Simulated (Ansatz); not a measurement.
A self-consistent single point of SnSeS (P3m1, 3 atoms in the cell) with Ansatz (a program for electronic structure)

Computed with LDA (PW92), default PAW files made with PBE (plane waves; Ansatz).

The input file:

Ansatz 0.2 input:
```yaml
# SnSeS
crystal:
  lattice:
    - [3.779001, 0.000000, 0.000000]
    - [-1.889500, 3.272711, 0.000000]
    - [0.000000, 0.000000, 6.395850]
  atoms:
    - { symbol: Sn, position: [0.333333, 0.666667, 0.015468] }
    - { symbol: Se, position: [0.000000, 0.000000, 0.757710] }
    - { symbol: S, position: [0.666667, 0.333333, 0.234640] }
basis:
  ecutwfc: 420.0
kpoints:
  mp_grid: { grid: [8, 8, 4] }
hamiltonian:
  xc: lda
  pseudopotentials: { kind: paw }
scf:
  occupations: { method: fixed }
output:
  forces: true
  eigenvalues: true
  stress: true
```

Log, with long lists cut:

```
WARN the atoms were moved onto the symmetric positions of the space group found under crystal.symmetry.tolerance 1.0e-5 (fractional …
WARN ansatz: RAYON_NUM_THREADS=1 ignored (pool sized by the plan → 1); use --threads N
Pseudopotentials: kind: paw
Pseudopotential: Sn, paw, valence charge 14
Pseudopotential: Se, paw, valence charge 16
Pseudopotential: S, paw, valence charge 6
Crystal: 3 atoms, lattice volume = 79.101 Å³
Basis set: ecut = 420 eV, 1557 PW (Γ)
Bands: 22, of which v1, the nominal top of the filled ones, is band 18 counted from 1 (17 counted from 0)
Symmetry: 6 space group operations
Space group: P3m1 (ITA 156), of the structure as read, at distance tolerance 4.3e-5 Å
k-points: 35 of 256 (time reversal used)
PAW frozen core: Sn, regenerated for the run's functional, and the local potential with it
PAW frozen core: Se, regenerated for the run's functional, and the local potential with it
PAW frozen core: S, regenerated for the run's functional, and the local potential with it
Initial density: superposition of atomic densities (neutral atoms: chi_scale 0, normalization atom), corrected by the library's trained network
Initial wavefunctions: pseudopotential atomic-orbital guess
Eigensolver: davidson
Functional: x = slater, c = lda
SCF iter   1: F=—  HF=-12133.289990 eV  |F-HF|=—  |Δ(HF+E_count)|=         —  Δρ=6.50e-3  dr2=3.92e-2  ethr=1.77e-3  ⟨swp⟩=5.0  Hψ=3147  notcnv=0  defer=67
all-band conjugate gradients solve this SCF's bands
preconditioner: auto → Resta (q_TF=auto, 2.393 Å⁻¹)
SCF iter   2: F=—  HF=-12133.278453 eV  |F-HF|=—  |Δ(HF+E_count)|=   1.15e-2  Δρ=2.78e-3  dr2=3.58e-3  ethr=1.09e-4  ⟨swp⟩=2.0  Hψ=1124  notcnv=0  defer=70
SCF iter   3: F=—  HF=-12133.277425 eV  |F-HF|=—  |Δ(HF+E_count)|=   1.03e-3  Δρ=1.07e-3  dr2=7.26e-4  ethr=9.96e-6  ⟨swp⟩=2.0  Hψ=1295  notcnv=0  defer=70
SCF iter   4: F=—  HF=-12133.277291 eV  |F-HF|=—  |Δ(HF+E_count)|=   1.35e-4  Δρ=2.88e-4  dr2=6.65e-5  ethr=2.02e-6  ⟨swp⟩=2.7  Hψ=1402  notcnv=0  defer=70
SCF iter   5: F=—  HF=-12133.277287 eV  |F-HF|=—  |Δ(HF+E_count)|=   3.30e-6  Δρ=6.10e-5  dr2=5.42e-6  ethr=1.85e-7  ⟨swp⟩=2.1  Hψ=1396  notcnv=0
SCF iter   6: F=—  HF=-12133.277288 eV  |F-HF|=—  |Δ(HF+E_count)|=   6.80e-8  Δρ=2.67e-5  dr2=7.89e-7  ethr=1.50e-8  ⟨swp⟩=2.0  Hψ=1400  notcnv=0
SCF iter   7: F=-12133.277288 eV  HF=-12133.277288 eV  |F-HF|=1.11e-8  |Δ(HF+E_count)|=   3.77e-7  Δρ=6.70e-6  dr2=7.34e-8  ethr=2.78e-10  ⟨swp⟩=5.8  Hψ=4205  notcnv=0
SCF 1 converged in 7 iterations: F = -12133.277288 eV  dr2 = 7.34e-8
SCF converged after 7 iterations
Free energy (F): -12133.277288 eV
Harris-Foulkes:  -12133.277288 eV  (|F-HF|=1.11e-8)
Internal energy: -12133.277288 eV  (E = F + TS)
E sigma→0 (E₀):  -12133.277288 eV
Fermi energy:    6.158196 eV
--- Per-component energies (eV) ---
  E_band       = -540.955847
  E_kinetic    = 413.142256
  E_local      = -4404.891261  (includes V_loc(G=0)·N_el)
  E_nonlocal   = -585.969128
  E_hartree    = 2236.985605
  E_xc         = -576.454619
  E_vxc        = -282.190190  (∫ρ·V_xc dr)
  E_paw        = -6395.635140  (= ΣΔE_a)
  E_vpaw       = -155.029191  (= ΣTr[D̂ρ^β])
  E_aug_tail   = -0.000627  (compensation charges beyond the density's cutoff)
  E_ewald      = -2823.249832
  E_core_change = 2.795458  (= ΣΔE_core)
  E_smearing   = -0.000000  (= −TS)
  E_closure    = 0.000000  (closes the sum)
  Σ components = -12133.277288   (vs F -12133.277288, Δ=0.00e0)
--- Forces (eV/Å), atoms counted from 1 ---
  atom   1  Sn     0.00000000    -0.00000000    -0.78925661
  atom   2  Se    -0.00000000    -0.00000000     0.59313590
  atom   3  S     -0.00000000     0.00000000     0.19614364
  max |Σ_I F_I| component: 2.29e-5 eV/Å
--- Stress (GPa, compression-positive) ---
       -3.408432       0.000000      -0.000000
        0.000000      -3.408432      -0.000000
       -0.000000      -0.000000      -2.818116
  P = ⅓ Tr σ = -3.2117 GPa (-32.117 kbar)
  The stress holds the Pulay correction. Without it, at fixed plane waves, as pw.x and ABINIT print it: P = -3.2507 GPa
--- Band table (eV; the first three rows and the last of 35) ---
  k-point 0: bands = ["-40.6495", "-40.6495", "-40.6341", "-40.6341", "-40.6277", "-15.0434", "-15.0434", "-15.0051", "-14.9879", "-14.9879", "-7.6347", "-5.9533", "0.2442", "4.8760", "4.8760", "5.6693", "6.1175", "6.1175", "6.9887", "9.1315", [...]
  k-point 1: bands = ["-40.6495", "-40.6495", "-40.6341", "-40.6341", "-40.6277", "-15.0434", "-15.0434", "-15.0050", "-14.9879", "-14.9879", "-7.5906", "-6.0477", "0.5155", "4.8426", "4.8717", "4.8717", "6.1377", "6.1377", "7.6133", "9.1631", [...]
  k-point 2: bands = ["-40.6495", "-40.6495", "-40.6341", "-40.6341", "-40.6277", "-15.0434", "-15.0434", "-15.0050", "-14.9879", "-14.9879", "-7.5417", "-6.1448", "0.8373", "4.2057", "4.8676", "4.8676", "6.1582", "6.1582", "7.9933", "9.1967", [...]
  k-point 34: bands = ["-40.6493", "-40.6490", "-40.6343", "-40.6342", "-40.6273", "-15.0753", "-15.0452", "-14.9962", "-14.9786", "-14.9671", "-5.6803", "-5.4301", "-1.2567", "1.8046", "2.2342", "2.9369", "5.3394", "5.5658", "8.1169", "10.8367", [...]
```

The run converged in 7 iterations.

The starting cell comes from a database of computed structures (which also holds hypothetical and non-ambient phases and stackings), without a prior relaxation at this level. Its lattice was rescaled by up to half a per cent. One atom was moved a little off its site on purpose. With a pressure of about -3 GPa the cell is away from its equilibrium volume at this level. Ansatz's pressure includes its estimate of the finite-basis (Pulay) stress.
